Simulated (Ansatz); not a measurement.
**What pressure 3 GPa does to hypothetical diamond Ti**

Start from Ti in the diamond structure (space group Fd-3m, No. 227; a = 5.679 Å; a hypothetical phase, not in the database extracts checked).

Now apply this change: a hydrostatic pressure of 3 GPa.

Computed with Ansatz (a program for electronic structure) PBE, scalar-relativistic without spin-orbit coupling. Γ-centred 14×14×14 mesh, Fermi–Dirac width 0.05 eV.

- Volume per atom = 21.14 Å³ (base 22.90 Å³)
- Density = 3.76 g/cm³ (base 3.47 g/cm³)
- Lattice parameter a = 5.530 Å (base 5.679 Å)
- Shortest interatomic distance = 2.395 Å (base 2.459 Å)
- Enthalpy H = E + PV relative to the base's energy = +0.41 eV/atom
- Band gap = zero (base zero)

Load acts through the strain it causes; cell and atoms are relaxed under it. Whether these cells are dynamically stable was not tested. All final runs are without spin polarisation. Ti has a high density of states at the Fermi level and may be magnetic at this level.
